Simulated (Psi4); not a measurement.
Psi4 1.11, TPSS/def2-svpd: B(AsH2)(Me)(OMe) (COB(C)[AsH2]), 13 atoms. The geometry is a generated start, not checked to be a minimum at this level.

```json
{
 "task": "energy",
 "method": "tpss",
 "basis": "def2-svpd",
 "memory": "3 GB",
 "maxiter": "100",
 "keys_of_the_molecule_block": "symmetry c1",
 "scf_type": "df (default)",
 "guess": "auto, which took SAD (default)",
 "scf_initial_accelerator": "adiis (default)",
 "e_convergence": "1e-06 (default)",
 "d_convergence": "1e-06 (default)",
 "dft_radial_points": "75 (default)",
 "dft_spherical_points": "302 (default)",
 "basis_functions": "185",
 "grid_points": "279006"
}
```

```xyz
13

B      0.2317     0.3990    -0.1898
As     1.4617     1.9062    -0.8370
H      2.5851     1.4645     0.0639
H      1.0467     2.8782     0.2395
C     -0.5082     0.4559     1.2160
H     -1.0638    -0.4391     1.4933
H     -1.2112     1.2907     1.2208
H      0.2084     0.6569     2.0129
O      0.1437    -0.5693    -1.0965
C     -0.5843    -1.7715    -1.0321
H     -1.3227    -1.7760    -1.8361
H      0.1066    -2.6035    -1.1818
H     -1.0936    -1.8922    -0.0731
```

One run each on 2 threads. Values of diis_max_vecs tried: 3, 6, 10 (default), 20.

Problem. Which value of diis_max_vecs needs the fewest SCF iterations, and what happens away from it?

Solution. Fewest SCF iterations, within one of each other: 6 with 10, 10 (default) with 9, 20 with 9. The count rises to 16 at 3. All converge to one solution.

```csv
diis_max_vecs,SCF iterations,end
3,16,same solution
6,10,same solution
10 (default),9,same solution
20,9,same solution
```
